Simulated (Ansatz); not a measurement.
Take SiC in the zinc blende structure (space group F-43m, No. 216; a = 4.3569 Å) as the base. Axes: x, y, z lie along the cube axes.

Computed with DFT with PBEsol, PAW potentials and a 420 eV plane-wave cutoff in Ansatz (an electronic-structure program), scalar-relativistic without spin-orbit coupling.

Strains are applied to the cell and any free atomic positions relax.

One change was made to it. Results:

```json
[
 {"quantity": "energy relative to the base (free energy F)", "base": "0 meV/atom", "after": "+7.9 meV/atom"},
 {"quantity": "valley order (the lowest conduction-band minima on the path, energy above the VBM, named in the base's zone)", "base": "X along ⟨100⟩ 1.24 eV", "after": "X along [001] 0.96 eV; X along [100] 1.19 eV"}
]
```

Q: Which of these changes matches the shifts?
(A) uniaxial strain ε_zz = −2.50 %
(B) uniaxial strain ε_zz = −1.00 %
(C) uniaxial strain ε_zz = +2.00 %

A: A, uniaxial strain ε_zz = −2.50 %. For comparison, the valley order in the other runs: uniaxial strain ε_zz = −1.00 % gives X along [001] 1.13 eV; X along [100] 1.22 eV; uniaxial strain ε_zz = +2.00 % gives X along [010] 1.16 eV; X along [001] 1.33 eV.

The levels and masses belong to the bands next to the band gap. Whether these cells are dynamically stable was not tested.
